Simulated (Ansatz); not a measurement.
The (10-11) surface of hcp Ti in its 1x1 cell, outermost plane spacing 0.37 Å in the ideal cut

All values below come from r2SCAN, at the PBE geometry (plane waves to 500 eV, PAW; Ansatz, a program for electronic structure).

Model: 12-atom slab, 11.5 Å thick at the start, 13x7x1 mesh, Fermi-Dirac 0.1 eV, dipole correction, single point; on the structure that PBE left under its start's symmetry; no spin, no spin-orbit, no U.

| Item | Value |
|---|---|
| surface energy (mean of both faces) | 2.11 J/m^2 |
| work function of the top face | 4.04 eV |
| cost | roughly 4 core-minutes |
